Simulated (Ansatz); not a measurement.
Where the default PAW files enter, the runs use the earlier of Ansatz's two default sets.

```xyz
10
Lattice="2.9866 0.0000 0.0000 0.0000 5.7011 0.0000 1.4933 -1.4317 5.9639" Properties=species:S:1:pos:R:3 pbc="T T T"
Ga     2.9866     2.9299     4.0693
Ga     1.4933     1.3395     1.8946
Ga     1.4933    -0.0027     4.8848
Ga     2.9866     4.2721     1.0791
O      1.4933     4.2277     0.0421
O      2.9866     0.0416     5.9218
O      1.4933     1.5548     3.8960
O      2.9866     2.7146     2.0679
O      2.9866     0.1512     1.9621
O      1.4933     4.1181     4.0018
```

Space group of this cell: C2/m. The cell is strained (lengths across the current scaled by 0.98, ions clamped); by r2SCAN its mean pressure is 7.8 GPa.

Transport runs along the normal of the first two printed cell vectors.

The gap is the functional's own, uncorrected, and κ follows it; spin-orbit coupling is left out. Mid-gap values are interpolated between the computed energies.

### Question
Predict the band gap and the smallest decay constant κ at mid-gap from r2SCAN run with Ansatz (an electronic-structure program).

### Answer
Gap 3.31 eV on a 10×6×10 mesh; κ = 0.265 1/Å, at the zone centre.
